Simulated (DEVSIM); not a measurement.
Device: abrupt Ge n-p junction, at 300 K.

Layer 1 from the left is Ge, thickness (μm) 3.30, Nd (cm⁻³) 7e16, τn (s) 1.4e-6, τp (s) 1.4e-6. Layer 2 from the left is Ge, thickness (μm) 12.0, Na (cm⁻³) 3e15, τn (s) 1.4e-6, τp (s) 1.4e-6.

Left contact: ohmic. Right contact: ohmic. Voltage is applied to the left contact. Recombination: SRH at mid-gap, Auger. Mobility is constant in doping.

Constants are typed, rounded textbook-type inputs, not results; the design itself was drawn at random and stands for no fabricated device. Values at 300 K.

Ge: gap (eV) 0.664, affinity (eV) 4, permittivity 16, Nc (cm⁻³) 1.04e19, Nv (cm⁻³) 6e18, μn (cm²/Vs) 3900, μp (cm²/Vs) 1900, Cn (cm⁶/s) 1e-31, Cp (cm⁶/s) 1e-31.

Simulated with DEVSIM: 1D drift-diffusion, Boltzmann statistics, complete ionisation; no tunnelling, impact ionisation, image-force lowering or self-heating.

Dark forward current:

```csv
|V| (V),|J| (A/cm²)
0.05,0.01291
0.10,0.1016
0.15,0.7067
0.20,4.645
0.25,25.86
0.30,104.5
0.35,301.0
0.40,661.8
0.45,1205
0.50,1931
0.55,2837
```

Work out the local ideality factor n = ΔV / (kT/q · ln(J2/J1)) between the rows 0.15 and 0.20 V, 0.50 and 0.55 V.

kT/q = 25.85 mV. From 0.15 to 0.20 V: ln(4.645/0.7067) = 1.883, n = 1.03, near the 1 of diffusion or emission over a barrier. From 0.50 to 0.55 V: ln(2837/1931) = 0.385, n = 5.03.

Estimate the current at 0.15 V from the Shockley equation with J0 = Σ q ni² D/(N L) coth(W/L), τ joining the SRH, radiative and Auger lifetimes that are on, and W taken as the whole layer.

ni² = 4.36e26 cm⁻⁶; holes in the n layer: μ = 1900 cm²/Vs, D = 49.1 cm²/s, τ = 1.40e-6 s, L = 82.9 μm, W/L = 0.040, term 0.000149 A/cm²; electrons in the p layer: μ = 3900 cm²/Vs, D = 101 cm²/s, τ = 1.40e-6 s, L = 119 μm, W/L = 0.10, term 0.00196 A/cm². J0 = 0.00211 A/cm², and J = J0 exp(qV/kT) = 0.700 A/cm². The simulation gives 0.707 A/cm²; the estimate lies 1.0 % below. The estimate leaves out recombination in the depletion region and that region's share of W.
